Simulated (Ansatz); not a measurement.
Reference: ZnIn₂O₄ (Fd-3m), PBEsol, rigid bands (plane waves, PAW, scalar-relativistic; Ansatz, an electronic-structure program); geometry: cell and atoms relaxed with PBEsol.

Space group Fd-3m, origin choice 1 (No. 227); a = 8.9221 Å, b = 8.9221 Å, c = 8.9221 Å, α = 90.00°, β = 90.00°, γ = 90.00°

```
atom  site  symmetry       x       y       z
----  ----  --------  ------  ------  ------
Zn      8b      -43m  0.5000  0.5000  0.5000
In     16c      .-3m  0.1250  0.1250  0.1250
O      32e       .3m  0.3693  0.3693  0.3693
```
(The calculation used a cell of 14 atoms; values per cell refer to that cell.)

| Item | Result |
|---|---|
| band gap | 1.28 eV |
| electron conductivity mass | 0.189 mₑ |
| Seebeck coefficient, n-type 1e19 cm⁻³ | -109 μV/K |

Swap Zn for Cd, keeping the structure type. How do these values move?

CdIn2O4 (Fd-3m): volume per atom 12.7 to 13.9 Å³; band gap falls (1.28 eV to 0.97 eV); electron conductivity mass falls (0.189 mₑ to 0.170 mₑ); Seebeck coefficient, n-type 1e19 cm⁻³ falls in size (-109 μV/K to -100 μV/K).

Swap Zn for Mg, keeping the structure type. How do these values move?

MgIn2O4 (Fd-3m): volume per atom 12.7 to 12.8 Å³; band gap rises (1.28 eV to 1.92 eV); electron conductivity mass rises (0.189 mₑ to 0.26 mₑ); Seebeck coefficient, n-type 1e19 cm⁻³ rises in size (-109 μV/K to -139 μV/K).

Moves up to 5 % count as about the same. Masses are for dilute carriers at 300 K, harmonic means over directions unless an axis is named. Seebeck coefficients are for the stated density at 300 K, with one relaxation time for all states and whether or not that doping can be reached. Spin-orbit coupling is left out.

Formula and space group known from diffraction (Crystallography Open Database), not checked to be the room-temperature form: CdIn2O4 (Fd-3m). Computed structure with no diffraction record at hand here (it may be known, metastable or hypothetical): MgIn2O4 (Fd-3m), ZnIn2O4 (Fd-3m).
